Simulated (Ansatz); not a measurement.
Functionals compared on the (21-32) surface of hcp Cd in its 1x1 cell, outermost plane spacing 0.31 Å in the ideal cut, in Ansatz (plane waves, PAW). The structure was relaxed with PBE; the other rows are single points on it, each with its references at the same level. Cutoff 420 eV (500 eV for r2SCAN).

Slab: 24 atoms, 10.6 Å thick at the start; k 6x5x1, smearing 0.1 eV, dipole-corrected; all atoms relaxed; held to the start's symmetry, so lower structures may exist; no spin, no spin-orbit, no U. These notes are the PBE run's.

| functional | surface energy (J/m²) | work function of the top face (eV) | rough cost of the single point |
|---|---|---|---|
| PBE | 0.47 | 3.89 | – |
| LDA | (withheld) | (withheld) | very roughly 14 core-minutes |
| PBEsol | 0.69 | 3.98 | very roughly 12 core-minutes |
| RPBE | 0.32 | 3.73 | about 11 core-minutes (a rough figure) |
| r2SCAN | 0.64 | 3.92 | around 25 core-minutes (rough) |

**Question.** What belongs in the gaps?

**Answer.** 
- LDA, surface energy (J/m²): 0.77
- LDA, work function of the top face (eV): 4.22

Ansatz is a first-principles code.
